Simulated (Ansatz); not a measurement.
# Short convergence ladders for a (110) slab of BePd (cut from a parent of space group no. 221; 10 atoms in the cell)

```yaml
crystal:
  lattice:
    - [2.80321, 0.00000, 0.00000]
    - [0.00000, 3.96433, 0.00000]
    - [0.00000, 0.00000, 21.92871]
  atoms:
    - { symbol: Be, position: [0.00000, 0.75000, 0.31922] }
    - { symbol: Pd, position: [0.50000, 0.25000, 0.31922] }
    - { symbol: Be, position: [0.00000, 0.25000, 0.40961] }
    - { symbol: Pd, position: [0.50000, 0.75000, 0.40961] }
    - { symbol: Be, position: [0.00000, 0.75000, 0.50000] }
    - { symbol: Pd, position: [0.50000, 0.25000, 0.50000] }
    - { symbol: Be, position: [0.00000, 0.25000, 0.59039] }
    - { symbol: Pd, position: [0.50000, 0.75000, 0.59039] }
    - { symbol: Be, position: [0.00000, 0.75000, 0.68078] }
    - { symbol: Pd, position: [0.50000, 0.25000, 0.68078] }
```

Base method: PBEsol, default PAW files made with PBE (plane waves; Ansatz, a quantum-chemistry and plane-wave program).

Base settings: basis.ecutwfc = 30.9 Ry; kpoints.mp_grid.grid = 9 7 1; hamiltonian.xc = pbesol; hamiltonian.pseudopotentials = {kind: paw} (the program's default PAW files); scf.occupations.method = fermi_dirac; scf.occupations.width = 0.0073 Ry.

The count of work is k-points × plane waves × bands × iterations; it is no time. Core times come from one kind of shared machine, to one figure; runs under 30 s give none.

**The vacuum**

The mesh stays at the base's, so the ladder's end is converged at best in this setting alone.

Only quantities that move along the ladder and can be compared are tabulated.

```tsv
vacuum between outermost atoms (Å)	free energy less the last step's (meV/atom)	largest difference of a force vector from the last step's (eV/Å)	count of work / last
3.0	-122.61	0.846	0.32
4.0	-32.73	0.385	0.32
5.0	-4.48	0.070	0.34
6.0	-0.44	0.008	0.37
7.0	-0.08	0.002	0.39
8.0	-0.03	0.001	0.42
10.0	0.00	0.000	0.47
12.0	0.00	0.000	0.53
14.0	0.00	0.000	0.58
17.0	0.00	0.000	0.66
20.0	0.00	0.000	0.74
25.0	0.00	0.000	0.87
30.0	0.00	0.000	1.0
```

Smallest vacuum between outermost atoms (Å) that holds the forces within 0.01 eV/Å of the last step, with all finer ones: 6.0, at 0.37 of the last step's count of work; the step before is off by 0.070 eV/Å.

Smallest vacuum between outermost atoms (Å) that holds the free energy within 0.5 meV/atom of the last step, with all finer ones: 6.0, at 0.37 of the last step's count of work; the step before is off by 4.5 meV/atom.

**The depth of the slab**

On a (110) slab of BePd (cut from a parent of space group no. 221; 4 atoms in the cell), and deeper slabs.

Surface energy = (E_slab − N e_bulk)/2A, with e_bulk from the bulk crystal on its finest mesh (364 k-points); errors per atom of slab and bulk, whose meshes differ, grow with N.

The mesh stays at the base's, so the ladder's end is converged at best in this setting alone.

Only quantities that move along the ladder and can be compared are tabulated.

| atoms | unrelaxed surface energy (J/m²) | count of work / last | core time / last (rough) |
|---|---|---|---|
| 4 | 2.028 | 0.050 | – |
| 6 | 1.990 | 0.096 | – |
| 8 | 2.014 | 0.12 | – |
| 10 | 1.986 | 0.20 | – |
| 12 | 1.988 | 0.29 | – |
| 14 | 1.991 | 0.36 | 0.3 |
| 16 | 1.980 | 0.45 | 0.3 |
| 20 | 1.992 | 0.57 | 0.5 |
| 24 | 1.987 | 0.77 | 0.5 |
| 28 | 1.991 | 1.0 | 1 |

Smallest size that holds the unrelaxed surface energy within 0.01 J/m² of the last step, with all finer ones: 20; the step before is off by 0.011 J/m².

On the base run: the starting cell comes from a database of computed structures (which also holds hypothetical and non-ambient phases and stackings), without a prior relaxation at this level. The slab is cut from that crystal, and its faces are unrelaxed. Its lattice was rescaled by up to half a per cent. Spin polarisation is off.

Keys are those of Ansatz 0.2.
